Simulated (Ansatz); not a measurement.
**SnTe in the rock salt structure (space group Fm-3m, No. 225)**

```xyz
2
Lattice="0.0000 3.2046 3.2046 3.2046 0.0000 3.2046 3.2046 3.2046 0.0000" Properties=species:S:1:pos:R:3 pbc="T T T"
Te     0.0000     0.0000     0.0000
Sn     3.2046     3.2046     3.2046
```

The values are results of Ansatz (a first-principles code), PBE, PAW, cutoff 420 eV, scalar-relativistic without spin-orbit coupling, earlier PAW set, not measurements. Γ-centred 13×13×13 mesh, Fermi–Dirac width 0.05 eV.

The volume per atom is 32.91 Å³ and the density is 6.21 g/cm³. The band gap is 0.05 eV, direct at L and the lowest conduction-band minima above the VBM is L along ⟨111⟩ 0.05 eV; a point along ⟨110⟩, about 0.6 Å⁻¹ from Γ 0.58 eV; a point along ⟨100⟩, about 0.3 Å⁻¹ from Γ 1.02 eV. The total energy is -6502.460 eV/atom (σ→0; compares only within this code and set-up).

With Te present, leaving out spin-orbit coupling can change the band edges. Whether these cells are dynamically stable was not tested. The zero or small gap of SnTe can change with the level of theory.
